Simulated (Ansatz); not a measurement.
Consider this model of amorphous tellurium (Te84).

```
CELL_PARAMETERS angstrom
     14.61877     0.00000     0.00000
      0.00000    14.61877     0.00000
      0.00000     0.00000    14.61877
ATOMIC_POSITIONS crystal
  Te 0.36074 0.81784 0.05672
  Te 0.12114 0.16053 0.01438
  Te 0.39813 0.55754 0.95254
  Te 0.19826 0.89556 0.57278
  Te 0.63070 0.68906 0.14534
  Te 0.78906 0.12384 0.82425
  Te 0.05163 0.35184 0.53492
  Te 0.76751 0.88784 0.97720
  Te 0.34182 0.02414 0.21418
  Te 0.92772 0.67901 0.08264
  Te 0.92309 0.99929 0.90919
  Te 0.42573 0.11614 0.04909
  Te 0.94916 0.25646 0.23488
  Te 0.84605 0.73926 0.35058
  Te 0.54074 0.41052 0.95982
  Te 0.03704 0.81035 0.37443
  Te 0.55337 0.77808 0.98669
  Te 0.57272 0.22947 0.17178
  Te 0.37331 0.14151 0.35969
  Te 0.23826 0.61135 0.70876
  Te 0.43394 0.01661 0.60560
  Te 0.83364 0.13943 0.57055
  Te 0.17297 0.92481 0.78837
  Te 0.71815 0.17763 0.99604
  Te 0.78937 0.85232 0.18486
  Te 0.87365 0.37362 0.94329
  Te 0.83155 0.91463 0.47812
  Te 0.88831 0.56970 0.24659
  Te 0.53282 0.82147 0.25593
  Te 0.38877 0.67330 0.19563
  Te 0.62571 0.00934 0.03342
  Te 0.74307 0.59872 0.70147
  Te 0.52229 0.17672 0.85950
  Te 0.55042 0.61684 0.47545
  Te 0.13676 0.63586 0.52052
  Te 0.22448 0.32428 0.01587
  Te 0.10948 0.14755 0.21131
  Te 0.37287 0.29154 0.14897
  Te 0.60048 0.79932 0.43627
  Te 0.33228 0.27295 0.55929
  Te 0.75516 0.62228 0.97855
  Te 0.60413 0.18122 0.43383
  Te 0.16336 0.87392 0.11514
  Te 0.42050 0.43859 0.30492
  Te 0.39768 0.45321 0.50719
  Te 0.66573 0.09009 0.27264
  Te 0.62158 0.39387 0.30177
  Te 0.14419 0.15640 0.59725
  Te 0.62222 0.74297 0.65225
  Te 0.21920 0.65205 0.91465
  Te 0.20961 0.23854 0.40275
  Te 0.26244 0.65924 0.36972
  Te 0.09185 0.71944 0.20381
  Te 0.98471 0.52528 0.48001
  Te 0.93571 0.97712 0.19824
  Te 0.39905 0.83063 0.58770
  Te 0.38510 0.78614 0.77945
  Te 0.86304 0.07299 0.35288
  Te 0.41184 0.52660 0.71362
  Te 0.03093 0.00729 0.52990
  Te 0.49228 0.94319 0.83366
  Te 0.03413 0.81795 0.96261
  Te 0.82021 0.33121 0.54933
  Te 0.67502 0.90681 0.75234
  Te 0.06438 0.52563 0.91216
  Te 0.34356 0.38418 0.84296
  Te 0.94381 0.27843 0.78885
  Te 0.95318 0.88724 0.71098
  Te 0.08824 0.10085 0.79799
  Te 0.30926 0.99217 0.93806
  Te 0.69803 0.56980 0.34998
  Te 0.23873 0.86476 0.38199
  Te 0.25097 0.54505 0.11610
  Te 0.21474 0.46905 0.29567
  Te 0.35852 0.19665 0.76483
  Te 0.62595 0.05893 0.58672
  Te 0.63138 0.44444 0.73502
  Te 0.89417 0.74354 0.83126
  Te 0.91070 0.75761 0.57485
  Te 0.98486 0.57974 0.74276
  Te 0.68552 0.46600 0.07272
  Te 0.08905 0.40303 0.72333
  Te 0.97646 0.39455 0.10589
  Te 0.63113 0.37112 0.55192
```

All values below come from PBE, scalar-relativistic without spin-orbit coupling, PAW (Ansatz default set, large-core Te) (plane waves to 420 eV; Ansatz, a program for electronic structure). Neutral PBE cell, which sets geometry, pressure and energy: sampling: a 2×2×2 Γ-centred mesh; Fermi-Dirac width 0.05 eV; no spin polarisation.

Preparation: random packing, a CHGNet melt and quench, and a DFT relaxation. The hot cell started wider than the set density and was brought back towards it in steps. It is the lowest in DFT energy of 4 quenches. It is a model cell: composition and starting density were chosen by hand, and all elements were melted together. No dispersion term was used. A short ab initio anneal came between quench and relaxation. Its density started from a set value of 5.70 and ended at 5.70 g/cm³. The quench (nominally 33 K/ps over its main leg) was far faster than any real one, so the model tends to hold more defects than a real film. Values belong to this one cell and scatter from quench to quench. The volume was held where the preparation left it.

Give the pressure, the energy against reference phases and the spacing of the highest filled and lowest empty levels.


```json
{
 "Pressure on a 2×2×2 Γ-centred mesh": "0.35 GPa",
 "Largest force and stress component on that mesh (the relaxation ran on the zone centre alone)": "0.21 eV/Å and 0.4 GPa",
 "Energy relative to trigonal Te (lowest mix at this level among the phases computed, not always the ambient ones)": "0.148 eV/atom",
 "Gap on a 2×2×2 Γ-centred mesh (PBE)": "within the smearing (under twice its width)"
}
```

At PBE and the zone centre, how localised are the states just below and above the Fermi level (participation number: the atoms over which a state spreads)?

The highest filled state is spread over 47.6 atoms' worth, largest on Te19, with weights by element (charge in smoothed Voronoi cells) Te 1.00. The lowest empty state is spread over 47.8 atoms' worth, largest on Te23, with weights by element (charge in smoothed Voronoi cells) Te 1.00.

The levels at the Fermi energy are partly filled. A closed spacing in one fast-quenched cell at PBE doesn't show the material to be a metal.

Neighbours within Te-Te 3.31 Å count as bonded.
